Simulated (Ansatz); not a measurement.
An Ansatz (a quantum-chemistry and plane-wave program) run: SiO2; Ansatz, r2SCAN, PAW, cutoff 500 eV, spin-orbit coupling left out.

Input:

Ansatz 0.2 input:
```yaml
crystal:
  lattice:
    - [4.9213442216, 0, 0]
    - [-2.4606721108, 4.2620091167, 0]
    - [0, 0, 5.4170824028]
  atoms:
    - { symbol: Si, position: [0.4690741214, 0, 0.8333333333] }
    - { symbol: Si, position: [0, 0.4690741214, 0.1666666667] }
    - { symbol: Si, position: [0.5309258786, 0.5309258786, 0.5] }
    - { symbol: O, position: [0.4131690902, 0.2688344642, 0.7152698078] }
    - { symbol: O, position: [0.7311655358, 0.144334626, 0.0486031411] }
    - { symbol: O, position: [0.855665374, 0.5868309098, 0.3819364744] }
    - { symbol: O, position: [0.144334626, 0.7311655358, 0.9513968589] }
    - { symbol: O, position: [0.2688344642, 0.4131690902, 0.2847301922] }
    - { symbol: O, position: [0.5868309098, 0.855665374, 0.6180635256] }
basis: { ecutwfc: 500, ecutrho_ratio: 4, xc_grid: 4, fft_grid_basis: typed }
kpoints: { mp_grid: { grid: [8, 8, 6] } }
hamiltonian:
  xc: r2scan
  dispersion: none
  pseudopotentials: { kind: paw }
scf: { occupations: { method: fermi_dirac, width: 0.05 }, convergence: { dr2_threshold: 0.0000000009 } }
output: { forces: true, stress: true }
```

Output (explanatory and most iteration lines left out):

```
Pseudopotential: Si, paw, valence charge 4
Pseudopotential: O, paw, valence charge 6
Crystal: 9 atoms, lattice volume = 113.622 Å³
Basis set: ecut = 500 eV, 2869 PW (Γ), exchange–correlation on 144×144×160 points (64 copies of the dense FFT grid, shifted against one another)
Bands: 33, of which v1, the nominal top of the filled ones, is band 24 counted from 1 (23 counted from 0)
Symmetry: 6 space group operations
Space group: P3121 (ITA 152), of the structure as read, at distance tolerance 4.8e-5 Å
k-points: 50 of 384 (time reversal used)
Functional: x = r2scan, c = r2scan; τ floored in thin density (d = 2e-4 eV/Å³)
SCF iter   1: F=—  HF=-5340.040155 eV  |F-HF|=—  |Δ(HF+E_count)|=         —  Δρ=6.94e-3  dr2=5.54e-2  dr2_τ=7.87e-1  ethr=1.77e-3  ⟨swp⟩=6.9  Hψ=9029  notcnv=0  defer=48
SCF iter   2: F=—  HF=-5340.293001 eV  |F-HF|=—  |Δ(HF+E_count)|=   2.53e-1  Δρ=4.69e-3  dr2=1.79e-2  dr2_τ=1.19e-3  ethr=1.15e-4  ⟨swp⟩=3.0  Hψ=3861  notcnv=0  defer=132
SCF 1 converged in 8 iterations: F = -5340.290162 eV  dr2 = 1.33e-10
SCF converged after 8 iterations
Free energy (F): -5340.290162 eV
Internal energy: -5340.290162 eV  (E = F + TS)
E sigma→0 (E₀):  -5340.290162 eV
Fermi energy:    5.438310 eV
--- Forces (eV/Å), atoms counted from 1 ---
  atom   1  Si    -0.00205008     0.00000000    -0.00000000
  atom   2  Si     0.00102504    -0.00177542    -0.00000000
  atom   3  Si     0.00102504     0.00177542     0.00000000
  atom   4  O      0.00108300    -0.00076228     0.00203153
  atom   5  O      0.00011865     0.00131905     0.00203153
  atom   6  O     -0.00120165    -0.00055677     0.00203153
  atom   7  O      0.00108300     0.00076228    -0.00203153
  atom   8  O     -0.00120165     0.00055677    -0.00203153
  atom   9  O      0.00011865    -0.00131905    -0.00203153
--- Stress (GPa, compression-positive) ---
       -0.008793       0.000000      -0.000000
        0.000000      -0.008793       0.000000
       -0.000000       0.000000       0.000826
  P = ⅓ Tr σ = -0.0056 GPa (-0.056 kbar)
```

Stability against distortions was not tested. The cell is SiO2 (space group P3_121, No. 152).
